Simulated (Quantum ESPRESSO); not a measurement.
Input and output of a self-consistent single point for YAl2 (R3m, 6 atoms in the cell) (Quantum ESPRESSO).

Level of theory: PBEsol, PseudoDojo standard norm-conserving (PBESOL) pseudopotentials (plane waves; Quantum ESPRESSO 7.5).

```yaml
crystal:
  lattice:
    - [0.00000, 3.91266, 3.91266]
    - [3.91266, 0.00000, 3.91266]
    - [3.91266, 3.91266, 0.00000]
  atoms:
    - { symbol: Y, position: [0.75369, 0.75369, 0.75369] }
    - { symbol: Y, position: [0.50000, 0.50000, 0.50000] }
    - { symbol: Al, position: [0.12500, 0.62500, 0.12500] }
    - { symbol: Al, position: [0.12500, 0.12500, 0.12500] }
    - { symbol: Al, position: [0.62500, 0.12500, 0.12500] }
    - { symbol: Al, position: [0.12500, 0.12500, 0.62500] }
```

Reference input (self-consistent single point, DFT, PBEsol, plane waves, PseudoDojo standard norm-conserving (PBESOL) pseudopotentials): ecutwfc = 75 Ry; occupations = smearing; smearing = fermi-dirac; degauss = 0.0073499 Ry; potentials = {Y: Y.upf, Al: Al.upf}; K_POINTS = automatic 4 4 4 0 0 0; conv_thr = 1e-09 Ry; mixing_beta = 0.5. This run's input differs from it in these lines:

```diff
@@ -14,3 +14,3 @@
  smearing = 'fermi-dirac'
- degauss = 0.0073499
+ degauss = 0.000734986
 /
@@ -35,3 +35,3 @@
 K_POINTS automatic
-4 4 4  0 0 0
+7 7 7  0 0 0
```

The program printed (abridged):

```
     Self-consistent Calculation

     iteration #  1     ecut=    75.00 Ry     beta= 0.50

     Threshold (ethr) on eigenvalues was too large:
     Diagonalizing with lowered threshold

     total energy              =    -181.92569298 Ry
     estimated scf accuracy    <       0.04459960 Ry

     iteration #  2     ecut=    75.00 Ry     beta= 0.50

     total energy              =    -181.92869831 Ry
     estimated scf accuracy    <       0.00873184 Ry

     iteration #  3     ecut=    75.00 Ry     beta= 0.50
     c_bands:  2 eigenvalues not converged

     total energy              =    -181.92946236 Ry
     estimated scf accuracy    <       0.00159450 Ry

   [... 6 blocks of this kind left out ...]

     iteration # 10     ecut=    75.00 Ry     beta= 0.50

     total energy              =    -181.92956282 Ry
     estimated scf accuracy    <          1.5E-09 Ry

     iteration # 11     ecut=    75.00 Ry     beta= 0.50
     End of self-consistent calculation

     the Fermi energy is     9.4128 ev

!    total energy              =    -181.92956282 Ry
     estimated scf accuracy    <          4.7E-10 Ry
     smearing contrib. (-TS)   =      -0.00016777 Ry
     internal energy E=F+TS    =    -181.92939505 Ry

     convergence has been achieved in  11 iterations

     Forces acting on atoms (cartesian axes, Ry/au):

     atom    1 type  1   force =    -0.00664768   -0.00664768   -0.00664768
     atom    2 type  1   force =     0.00192816    0.00192816    0.00192816
     atom    3 type  2   force =     0.00117990    0.00166474    0.00117990
     atom    4 type  2   force =     0.00069497    0.00069497    0.00069497
     atom    5 type  2   force =     0.00166474    0.00117990    0.00117990
     atom    6 type  2   force =     0.00117990    0.00117990    0.00166474

     Total force =     0.012722     Total SCF correction =     0.000001

          total   stress  (Ry/bohr**3)                   (kbar)     P=       -6.20
  -0.00004212   0.00000071   0.00000071           -6.20        0.10        0.10
   0.00000071  -0.00004212   0.00000071            0.10       -6.20        0.10
   0.00000071   0.00000071  -0.00004212            0.10        0.10       -6.20

   JOB DONE.
```

The run converged in 11 iterations. Against the reference run the free energy rises by 23.6 meV/atom, the pressure goes from -0.40 to -0.62 GPa and the largest force moves little (0.305 to 0.296 eV/Å). The full log also holds: “c_bands:  2 eigenvalues not converged”.

The starting cell comes from a database of computed structures (which also holds hypothetical and non-ambient phases and stackings), without a prior relaxation at this level. Its lattice was rescaled by up to half a per cent. One atom was moved a little off its site on purpose.

Cost on one core of a shared machine: roughly 4 min.
